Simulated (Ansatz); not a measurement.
Given:

End structure of the (211) surface of bcc V in its 1x1 cell, outermost plane spacing 1.22 Å in the ideal cut:

```xyz
9
Lattice="2.5956 0.0000 0.0000 0.0000 4.2386 0.0000 0.0000 0.0000 26.0000" Properties=species:S:1:pos:R:3 pbc="T T T"
V      1.8990     2.1193     8.3131
V      0.9236     0.0000     9.3731
V      0.0658     2.1193    10.5369
V      1.7695     0.0000    11.8103
V      0.8652     2.1193    13.0000
V     -0.0391     0.0000    14.1897
V      1.6647     2.1193    15.4631
V      0.8068     0.0000    16.6269
V     -0.1686     2.1193    17.6869
```

Set-up: 9 atoms, 9.8 Å thick at the start (thin: gaps and levels are the slab's own); mesh 14x9x1; 0.1 eV smearing; dipole correction on; single point; on the structure that PBE left under its start's symmetry; no spin, no spin-orbit, no U.

**Question.** What surface energy (mean of both faces) does r2SCAN, at the PBE geometry run with Ansatz (a quantum-chemistry and plane-wave program) give?

**Answer.** 2.94 J/m^2

**Question.** What is the computed work function of the top face (r2SCAN, at the PBE geometry)?

**Answer.** 3.92 eV
